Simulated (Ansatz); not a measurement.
# Effect of pressure 100 GPa on PtSe2

The reference is PtSe₂ in the CdI2 type structure (space group P-3m1, No. 164; a = 3.772 Å, c = 4.818 Å; layered).

Modification: cell and atoms relaxed at a pressure of 100 GPa.

The values are results of PBE-D3(BJ) (Ansatz, a program for electronic structure, PAW, without spin-orbit coupling), not measurements. Settings: 14×14×10 k-points, 0.05 eV Fermi–Dirac smearing.

```csv
quantity,base,changed,shift
density,9.87 g/cm³,15.02 g/cm³,+5.15 g/cm³
lattice parameter a,3.772 Å,3.512 Å,-0.260 Å
c/a ratio,1.277,1.040,-0.2375
shortest interatomic distance,2.526 Å,2.317 Å,-0.209 Å
enthalpy H = E + PV relative to the base's energy,–,+9.47 eV/atom,–
band gap,zero,zero,–
```

Final structure:

```
PtSe2
1.0
    3.51243     0.00000     0.00000
   -1.75622     3.04185     0.00000
    0.00000     0.00000     3.65196
Pt Se
1 2
Cartesian
  0.00000   0.00000   0.00000
  1.75622   1.01395   1.12091
  0.00000   2.02790   2.53105
```

From pressure 100 GPa on, the axis ratios lie over 15 % from the base's, so the cell there is far from its starting form. Load acts through the strain it causes; cell and atoms are relaxed under it. Stability against distortions was not tested. Competing high-pressure phases were not computed. The final runs are not spin-polarised. The zero or small gap of PtSe2 can change with the level of theory.
